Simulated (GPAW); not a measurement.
Troubleshooting GPAW: a failed run on NbSi2 (Fm-3m, 3 atoms in the cell). The aim is a self-consistent single point with DFT PBE, plane waves, GPAW PAW datasets PBE (gpaw-data 1.0.1).

Cell that was meant: a = 4.3845 Å, b = 4.3845 Å, c = 4.3845 Å, α = 60.00°, β = 60.00°, γ = 60.00°.

Part of the input:

```python
                    [3.100291, 3.100291, 0.000000]],
              scaled_positions=[[0.000000, 0.000000, 0.000000],
                                [0.250000, 0.250000, 0.250000],
                                [0.750000, 0.750000, 0.750000]])

calc = GPAW(mode={'name': 'pw', 'ecut': 450},
            xc='PBE',
```

The program printed (abridged):

```
Input parameters:
  kpts: [9 9 9]
  maxiter: 120
  mode: {ecut: 450,
         name: pw}
  nbands: -11
  occupations: {name: methfessel-paxton,
                order: 0,
                width: 0.1}
  symmetry: {symmorphic: False,
             tolerance: 0.0005}
  xc: PBE

species:
  Nb:
    name: Niobium
    Z: 41.0
    valence: 13
    core: 28
    charge: 0.0
    file: Nb.PBE.gz

    # Using partial waves for Nb as LCAO basis

  Si:
    name: Silicon
    Z: 14.0
    valence: 4
    core: 10
    charge: 0.0
    file: Si.PBE.gz

    # Using partial waves for Si as LCAO basis

Reference energy: -119678.836290  # eV

Spin-paired calculation

Convergence criteria:
 Maximum [total energy] change in last 3 cyles: 0.0005 eV / valence electron
 Maximum integral of absolute [dens]ity change: 0.0001 electrons / valence electron
 Maximum integral of absolute [eigenst]ate change: 4e-08 eV^2 / valence electron
 Maximum number of scf [iter]ations: 120

Traceback (most recent call last):
   [... frames left out ...]
ValueError: K-points can only be used with PBCs!
```

From the messages shown, name the fault and mend the input.

The fault is periodic boundary conditions left out; here the program stops on it instead of giving results. To fix it, switch periodicity on. The program stopped before any SCF iteration.

The sound input it was made from differs as follows (other fixes are possible):
```diff
-                                [0.750000, 0.750000, 0.750000]])
+                                [0.750000, 0.750000, 0.750000]],
+              pbc=True)
```

With that input, the run converged in 15 iterations: free energy E − TS (from the program's reference atoms) -19.9983 eV; Fermi level (on the code's own zero) 7.17 eV (DFT PBE, plane waves, GPAW PAW datasets PBE (gpaw-data 1.0.1)).

On the sound input: the starting cell was generated: these elements placed on a structure prototype, without a prior relaxation; it need not be a known phase or ordering of this composition. Spin polarisation is off.
